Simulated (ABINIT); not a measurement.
Worked example: self-consistent single point of V (Im-3m, 1 atom in the cell) in ABINIT

Method of the run: PBE, PAW (JTH v2.0 PBE PAW) (plane waves; ABINIT).

Input:

```
# V, JTH v2.0 PBE PAW
pp_dirpath "./"
pseudos "V.GGA_PBE-JTH.xml"
acell 3*1.0
rprim
        -2.8486204034    2.8486204034    2.8486204034
         2.8486204034   -2.8486204034    2.8486204034
         2.8486204034    2.8486204034   -2.8486204034
natom 1
ntypat 1
znucl 23
typat 1
xcart    0.0000000000    0.0000000000    0.0000000000
ecut 30 Ha
pawecutdg 60 Ha
pawxcdev 0
occopt 7
tsmear 0.00367493
nband 12
kptopt 1
ngkpt 9 9 9
nshiftk 1
shiftk 0 0 0
nstep 50
tolvrs 1.0e-11
prtwf 0
prtden 0
```

The program printed (abridged):

```
 Symmetries : space group Im -3 m (#229); Bravais cI (body-center cubic)

 -outvars: echo values of preprocessed input variables --------
            acell      1.0000000000E+00  1.0000000000E+00  1.0000000000E+00 Bohr
             ecut      3.00000000E+01 Hartree
              ixc     -101130
         kptrlatt        9    0    0      0    9    0      0    0    9
          kptrlen      4.44055974E+01
            natom           1
            nband          12
            ngfft          27      27      27
          ngfftdg          36      36      36
             nkpt          35
            nstep          50
             nsym          48
           ntypat           1
           occopt           7
        pawecutdg      6.00000000E+01 Hartree
         pawxcdev           0
            rprim     -2.8486204034E+00  2.8486204034E+00  2.8486204034E+00
                       2.8486204034E+00 -2.8486204034E+00  2.8486204034E+00
                       2.8486204034E+00  2.8486204034E+00 -2.8486204034E+00
          spgroup         229
           tolvrs      1.00000000E-11
           tsmear      3.67493000E-03 Hartree
            typat      1
           useylm           1
            znucl       23.00000

== DATASET  1 ==================================================================

 Real(R)+Recip(G) space primitive vectors, cartesian coordinates (Bohr,Bohr^-1):
 R(1)= -2.8486204  2.8486204  2.8486204  G(1)=  0.0000000  0.1755236  0.1755236
 R(2)=  2.8486204 -2.8486204  2.8486204  G(2)=  0.1755236  0.0000000  0.1755236
 R(3)=  2.8486204  2.8486204 -2.8486204  G(3)=  0.1755236  0.1755236  0.0000000
 Unit cell volume ucvol=  9.2462096E+01 bohr^3
 Angles (23,13,12)=  1.09471221E+02  1.09471221E+02  1.09471221E+02 degrees

 Coarse grid specifications (used for wave-functions):

 getcut: wavevector=  0.0000  0.0000  0.0000  ngfft=  27  27  27
         ecut(hartree)=     30.000   => boxcut(ratio)=   2.14039

 Fine grid specifications (used for densities):

 getcut: wavevector=  0.0000  0.0000  0.0000  ngfft=  36  36  36
         ecut(hartree)=     60.000   => boxcut(ratio)=   2.09251

   2.89117218E+02                                ecore*ucvol(ha*bohr**3)

_setup2: Arith. and geom. avg. npw (full set) are     725.820     725.792

--- !BeginCycle
solver: {iscf: 17, nstep: 50, nline: 4, wfoptalg: 10, }
tolerances: {tolvrs: 1.00E-11, }
...

     iter   Etot(hartree)      deltaE(h)  residm     nres2
 ETOT  1  -71.784567977585    -7.178E+01 1.302E+00 4.959E+00
 ETOT  2  -72.073230284107    -2.887E-01 3.863E-02 7.927E-01
 ETOT  3  -72.072994170568     2.361E-04 3.060E-03 3.377E-02
 ETOT  4  -72.073091244365    -9.707E-05 3.736E-04 3.451E-02
 ETOT  5  -72.073056213559     3.503E-05 8.157E-04 6.423E-04
 ETOT  6  -72.073057430305    -1.217E-06 7.287E-05 1.745E-05
   [... 4 lines left out ...]
 ETOT 11  -72.073057443503     7.012E-11 1.628E-06 7.154E-09
 ETOT 12  -72.073057443499     4.235E-12 1.529E-07 1.934E-09
 ETOT 13  -72.073057443499    -1.421E-13 2.069E-07 2.091E-10
 ETOT 14  -72.073057443498     9.095E-13 1.921E-08 1.093E-11
 ETOT 15  -72.073057443499    -7.105E-13 2.627E-08 2.090E-12

 At SCF step   15       nres2   =  2.09E-12 < tolvrs=  1.00E-11 =>converged.

 Cartesian components of stress tensor (hartree/bohr^3)
  sigma(1 1)=  1.02016212E-04  sigma(3 2)=  0.00000000E+00
  sigma(2 2)=  1.02016212E-04  sigma(3 1)=  0.00000000E+00
  sigma(3 3)=  1.02016212E-04  sigma(2 1)=  0.00000000E+00

 ----iterations are completed or convergence reached----

 reduced coordinates (array xred) for    1 atoms
       0.000000000000      0.000000000000      0.000000000000
 cartesian forces (eV/Angstrom) at end:
    1     -0.00000000000000    -0.00000000000000    -0.00000000000000
 frms,max,avg= 0.0000000E+00 0.0000000E+00   0.000E+00  0.000E+00  0.000E+00 e/A
 length scales=  1.000000000000  1.000000000000  1.000000000000 bohr
              =  0.529177208590  0.529177208590  0.529177208590 angstroms
 Fermi (or HOMO) energy (hartree) =   0.37154   Average Vxc (hartree)=  -0.44752
 Eigenvalues (hartree) for nkpt=  35  k points:
 kpt#   1, nband= 12, wtk=  0.00137, kpt=  0.0000  0.0000  0.0000 (reduced coord)
  -1.97230   -0.99193   -0.99193   -0.99193    0.12794    0.38484    0.38484    0.38484
   0.45714    0.45714    1.11971    1.11971
      occupation numbers for kpt#   1
   2.00000    2.00000    2.00000    2.00000    2.00000    0.00000    0.00000    0.00000
   0.00000    0.00000    0.00000    0.00000
 prteigrs : prtvol=0 or 1, do not print more k-points.

--- !EnergyTerms
comment             : Components of total free energy in Hartree
kinetic             :  9.88934701363698E+00
hartree             :  1.38681534225975E+01
xc                  : -3.82588832613755E+00
Ewald energy        : -5.39761679226320E+01
psp_core            :  3.12687286421501E+00
local_psp           : -4.37461899175958E+01
spherical_terms     :  2.59137312926768E+00
internal            : -7.20724997366482E+01
'-kT*entropy'       : -5.58095524060526E-04
total_energy        : -7.20730578321722E+01
total_energy_eV     : -1.96120764263522E+03
...

-Cartesian components of stress tensor (GPa)         [Pressure= -3.0014E+00 GPa]
- sigma(1 1)=  3.00142008E+00  sigma(3 2)=  0.00000000E+00
- sigma(2 2)=  3.00142008E+00  sigma(3 1)=  0.00000000E+00
- sigma(3 3)=  3.00142008E+00  sigma(2 1)=  0.00000000E+00

 Calculation completed.
```

The run converged in 15 iterations.

The starting cell has typed, rounded lattice constants, without a prior relaxation at this level. Its lattice was rescaled by up to half a per cent. Spin polarisation is off. With a pressure of about -3 GPa the cell is away from its equilibrium volume at this level.
